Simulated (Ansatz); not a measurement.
Take HfO2 in the fluorite structure (space group Fm-3m, No. 225; a = 5.058 Å) as the base. Axes: x, y, z lie along the cube axes.

Method: r2SCAN (Ansatz, a first-principles code), without spin-orbit coupling.

Strains are applied to the cell and any free atomic positions relax; under biaxial strain the out-of-plane vector relaxes too.

One change was made to it. Results:

The energy goes up by 46 meV/atom; the pressure goes from zero to -16.90 GPa.

Which change produced these results?
A) uniaxial strain ε_yy = +3.74 %
B) isotropic strain +2.45 %
C) biaxial strain −3.31 %, plane normal [001], relaxed out of plane
D) isotropic strain −3.94 %
E) tensor shear ε_yz = −3.62 %

B, isotropic strain +2.45 %. For comparison, the energy relative to the base in the other runs: isotropic strain −3.94 % gives +145 meV/atom; uniaxial strain ε_yy = +3.74 % gives +27 meV/atom; tensor shear ε_yz = −3.62 % gives +13 meV/atom; biaxial strain −3.31 %, plane normal [001], relaxed out of plane gives +52 meV/atom.

Whether these cells are dynamically stable was not tested. This is not the structure that HfO2 has at room temperature and ambient pressure.
